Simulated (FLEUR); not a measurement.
A self-consistent single point of BaSrI4 (R-3m, 6 atoms in the cell) with FLEUR.

Computed with PBEsol, all-electron FLAPW (FLEUR), scalar-relativistic valence.

The change in words: lattice scaled by 0.98. Reference geometry:
```
CELL_PARAMETERS angstrom
      2.93501     1.69453     9.36382
     -2.93501     1.69453     9.36382
      0.00000    -3.38906     9.36382
ATOMIC_POSITIONS crystal
  Ba 0.00000 0.00000 0.00000
  Sr 0.50000 0.50000 0.50000
  I  0.62280 0.62280 0.62280
  I  0.37720 0.37720 0.37720
  I  0.87091 0.87091 0.87091
  I  0.12909 0.12909 0.12909
```

Reference input (self-consistent single point, DFT, PBEsol, all-electron FLAPW (FLEUR), scalar-relativistic valence): Kmax = 3.8 1/bohr; GmaxXC = 15.2 1/bohr; xcFunctional = PBEs; jspins = 1; l_soc = F; mode = hist; fermiSmearingEnergy = 0.0001 Htr; mesh (inpgen div1-3) = 3 3 3; inpgen gamma flag = false; Gmax = 15.2 1/bohr; numbands = 0; maxIterBroyd = 15. This run's input differs from it in these lines:

```diff
@@ -3,5 +3,5 @@
 &input film=f /
-2.9350101614 1.6945289068 9.3638200000
--2.9350101614 1.6945289068 9.3638200000
-0.0000000000 -3.3890578136 9.3638200000
+2.8763099832 1.6606380776 9.1765440480
+-2.8763099832 1.6606380776 9.1765440480
+0.0000000000 -3.3212769515 9.1765439039
 1.8897261246
@@ -48,5 +48,5 @@
          <bravaisMatrix>
-            <row-1>    5.5463653779640421     3.2021955440698386    17.6950552800519709</row-1>
-            <row-2>   -5.5463653779640421     3.2021955440698386    17.6950552800519709</row-2>
-            <row-3>    0.0000000000000000    -6.4043910881396773    17.6950552800519709</row-3>
+            <row-1>    5.4354381177008273     3.1381511587462421    17.3411550210482375</row-1>
+            <row-2>   -5.4354381177008273     3.1381511587462421    17.3411550210482375</row-2>
+            <row-3>    0.0000000000000000    -6.2763038222813963    17.3411547487387026</row-3>
          </bravaisMatrix>
```

Output (repeated stretches shortened):

```
 Iteration:     1   Distance:       2.80064024 me/bohr^3
 Iteration:     2   Distance:       2.62321052 me/bohr^3
 Iteration:     3   Distance:       1.20359310 me/bohr^3
 Iteration:     4   Distance:       0.36127387 me/bohr^3
 Iteration:     5   Distance:       0.31260354 me/bohr^3
   [... 8 lines left out ...]
 Iteration:    14   Distance:       0.00008202 me/bohr^3
 Iteration:    15   Distance:       0.00001324 me/bohr^3
 Iteration:    16   Distance:       0.00001238 me/bohr^3
 Iteration:    17   Distance:       0.00000469 me/bohr^3
 Reset of history
 Run finished successfully
 Stop message:
   Structural relaxation: new displacements generated

[file out, last iteration]
             iter=     18
[...]
          total density-effective poten   -6.6351221785E+04
          total charge density-energy d   -1.0132348573E+03
 Updated energy parameters for spin:           1
[...]
 fermi energy and band-weighting factors:
   [... 6 lines left out ...]

[...]
FERMIE:
          first approx. to ef    (T=0)  :   0.122131 htr   (energy of the highest occ. eigenvalue)
          number of occ. states  (T=0)  :        264
          first approx. to seigv (T=0)  : -68.052636 htr
          sum of weights of occ. states :  44.000000
          sum of semicore charge        :   0.000000 e
FERHIS:  Fermi-Energy by histogram:
          bandgap                     :   0.133342 htr
   [... lines left out ...]
          charge neutrality (T=0)     :   0.000000    (zero if the highest occ. eigenvalue is "entirely" occupied)
 Direct bandgap for spin            1 :   0.13897745961623170       Htr
 ---->    free energy=                    -39778.9186053718 htr
   [... lines left out ...]
 TOTAL FORCE FOR ATOM TYPE=  2  X=  0.000   Y=  0.000   Z= 26.012
                       FX_TOT= 0.000000 FY_TOT= 0.000000 FZ_TOT= 0.000000
 TOTAL FORCE FOR ATOM TYPE=  3  X=  0.000   Y=  0.000   Z=-19.623
                       FX_TOT= 0.000000 FY_TOT= 0.000000 FZ_TOT= 0.000012
 TOTAL FORCE FOR ATOM TYPE=  4  X=  0.000   Y=  0.000   Z= -6.716
                       FX_TOT= 0.000000 FY_TOT= 0.000000 FZ_TOT= 0.000892
```

The run converged in 17 iterations. FLEUR gives forces in its relaxation mode, with a further iteration, so its stop message speaks of a relaxation. Against the reference run the free energy falls by 16.4 meV/atom, the largest force goes from 0.055 to 0.046 eV/Å and the gap on the mesh goes from 3.650 to 3.628 eV.

The starting cell comes from a database of computed structures (which also holds hypothetical and non-ambient phases and stackings), without a prior relaxation at this level. For this run, on top of that: lattice scaled by 0.98. Spin-orbit coupling is off. Values depend on the basis (sphere radii, cutoffs, local orbitals), which need not be converged.

Cost on one core of a shared machine: roughly 7 min.
